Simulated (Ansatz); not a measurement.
The reference is TaSi₂ (space group P6_222, No. 180).

```yaml
crystal:
  lattice:
    - [4.77601, 0.00000, 0.00000]
    - [-2.38801, 4.13615, 0.00000]
    - [0.00000, 0.00000, 6.56281]
  atoms:
    - { symbol: Ta, position: [0.50000, 0.00000, 0.00000] }
    - { symbol: Ta, position: [0.50000, 0.50000, 0.33333] }
    - { symbol: Ta, position: [0.00000, 0.50000, 0.66667] }
    - { symbol: Si, position: [0.15842, 0.31685, 0.00000] }
    - { symbol: Si, position: [0.84158, 0.15842, 0.33333] }
    - { symbol: Si, position: [0.68315, 0.84158, 0.66667] }
    - { symbol: Si, position: [0.84158, 0.68315, 0.00000] }
    - { symbol: Si, position: [0.15842, 0.84158, 0.33333] }
    - { symbol: Si, position: [0.31685, 0.15842, 0.66667] }
```

Cartesian axes are those of the cell as printed.

Computed with DFT with r2SCAN, PAW potentials and a 500 eV plane-wave cutoff in Ansatz (an electronic-structure program), no spin-orbit coupling.

For the base:

The volume per atom is 14.40 Å³ and the pressure is 0.0 GPa.

It is then changed as follows: tensile biaxial strain of 1.59 % in the plane normal to [001], as in epitaxy on a mismatched substrate; the out-of-plane cell vector and the atoms relax.

**Question.** How does this affect the volume per atom and pressure?

**Answer.** The volume per atom rises by 0.38 Å³ (14.40 Å³ → 14.78 Å³); the pressure (mean of the normal stresses, compression positive) goes from zero to -4.1 GPa.

Without a gap, meshes like the base's 11×11×7 leave anisotropic stresses uncertain by several tenths of a GPa, and small strain energies with them. Stability against distortions was not tested. All final runs are without spin polarisation. An odd electron count without spin: TaSi2.
